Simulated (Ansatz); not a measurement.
The starting structures come from a database of crystals and need not be the phases stable at ambient conditions.

Tunnelling through a barrier is set by its complex band structure: the current falls as exp(−2κd) with the smallest κ.

```
CELL_PARAMETERS angstrom
      7.05304     0.00000     0.00000
      0.00000     7.10673     0.00000
      3.52652     0.00000     2.03604
ATOMIC_POSITIONS crystal
  Cu 0.33333 0.59400 0.00000
  Cu 0.66667 0.40600 0.00000
  I  0.66667 0.77047 0.00000
  I  0.33333 0.22953 0.00000
```

Space group of this cell: P-3m1. The cell was relaxed by PBE-D3(BJ); by r2SCAN its mean pressure is 1.4 GPa.

Transport runs along the normal of the first two printed cell vectors, the (110) plane of the conventional cell.

The gap is the functional's own, uncorrected, and κ follows it; spin-orbit coupling is left out. Mid-gap values are interpolated between the computed energies.

Question: Estimate the band gap and the smallest decay constant κ at mid-gap that r2SCAN (Ansatz, a program for electronic structure) returns for this system.

Answer: Gap 2.10 eV on a 14×4×14 mesh; κ = 0.186 1/Å, at the zone centre.
